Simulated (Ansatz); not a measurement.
Base system: Re (space group R-3m, No. 166; a = 2.753 Å, c = 19.965 Å (hexagonal axes); a cell from a computed database, its experimental status unchecked; relaxed with 0.1 eV smearing).

All numbers come from PBEsol in Ansatz (plane waves to 420 eV, PAW, no spin-orbit coupling).

Base values:

| Item | Result |
|---|---|
| Pressure | 0.0 GPa |

Now apply this change: an isotropic linear strain of +2.58 %, atoms relaxed at fixed cell.

Q: What does the calculation give for the energy relative to the base after the change?

A: The energy goes up by 97 meV/atom.

Q: What does the calculation give for the pressure after the change?

A: The pressure (mean of the normal stresses, compression positive) goes from zero to -25.1 GPa.

Stability against distortions was not tested. The final runs are not spin-polarised. This is not the structure that Re has at room temperature and ambient pressure.

Ansatz is a program for electronic structure.
